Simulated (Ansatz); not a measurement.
Functionals compared on the (21-30) surface of hcp Ru in its 1x1 cell, outermost plane spacing 0.30 Å in the ideal cut, in Ansatz (plane waves, PAW). The structure was relaxed with PBE; the other rows are single points on it, each with its references at the same level. Cutoff 420 eV (500 eV for r2SCAN).

Slab: 24 atoms, 10.1 Å thick at the start (thin: gaps and levels are the slab's own); k 9x5x1, smearing 0.1 eV, dipole-corrected; all atoms relaxed; start symmetry kept, larger cells not searched; no spin, no spin-orbit, no U. These notes are the PBE run's.

```csv
functional,surface energy (J/m²),work function of the top face (eV),rough cost of the single point
PBE,3.35,4.50,–
LDA,3.99,4.85,very roughly 6 core-minutes
PBEsol,3.81,4.61,about 6 core-minutes (a rough figure)
RPBE,3.09,4.34,roughly 5 core-minutes
r2SCAN,3.60,4.49,roughly 12 core-minutes
```

Ansatz is a quantum-chemistry and plane-wave program.
